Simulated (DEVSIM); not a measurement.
Structure: abrupt Ge n-p junction, at 300 K.

```
layer (left to right)  material  thickness (μm)  Nd (cm⁻³)  Na (cm⁻³)  τn (s)  τp (s)
---------------------  --------  --------------  ---------  ---------  ------  ------
1                            Ge            23.0     8.9e15          -  1.5e-7  1.5e-7
2                            Ge            15.0          -     1.4e14  1.5e-7  1.5e-7
```

Left contact: ohmic. Right contact: ohmic. Voltage is applied to the left contact. Recombination: SRH at mid-gap. Mobility is μmin + (μ − μmin)/(1 + (N/Nref)^α).

The device is made up for the run: typed textbook-type constants, with dimensions and the other settings drawn at random. Values at 300 K.

| parameter | Ge |
|---|---|
| gap (eV) | 0.664 |
| affinity (eV) | 4 |
| permittivity | 16 |
| Nc (cm⁻³) | 1.04e19 |
| Nv (cm⁻³) | 6e18 |
| μn (cm²/Vs) | 3900 |
| μp (cm²/Vs) | 1900 |
| μn,min | 150 |
| μp,min | 100 |
| Nref,n | 2.6e17 |
| Nref,p | 4e17 |
| αn | 0.56 |
| αp | 0.6 |

Model (solved in DEVSIM): 1D drift-diffusion, Boltzmann statistics, complete ionisation; no tunnelling, impact ionisation, image-force lowering or self-heating.

Task: Give the dark forward current.

Result: 
(V (V), J (A/cm²)): (-0.05, -0.20); (-0.10, -1.2); (-0.15, -4.7); (-0.20, -14); (-0.25, -32); (-0.30, -61); (-0.35, -99); (-0.40, -150); (-0.45, -200); (-0.50, -260); (-0.55, -320); (-0.60, -380); (-0.65, -440); (-0.70, -500); (-0.75, -550); (-0.80, -610); (-0.85, -660); (-0.90, -710); (-0.95, -750); (-1.00, -790); (-1.05, -830); (-1.10, -870); (-1.15, -910)
